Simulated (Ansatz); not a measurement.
The reference is MgSe in the rock salt structure (space group Fm-3m, No. 225; a = 5.4498 Å).

Levels (all Ansatz, an electronic-structure program, PAW): PBEsol (420 eV, no spin-orbit coupling); HSE06 (420 eV, without spin-orbit coupling).

The geometry is relaxed with PBEsol.

PBEsol band gap: 1.78 eV

What does HSE06 give at this geometry for the band gap?

The band gap grows by 0.90 eV to 2.68 eV.

Single points use the geometry relaxed with PBEsol. The hybrid gap comes from the SCF mesh plus the semilocal run's edge points and a few special points and is an upper bound. Stability against distortions was not tested.
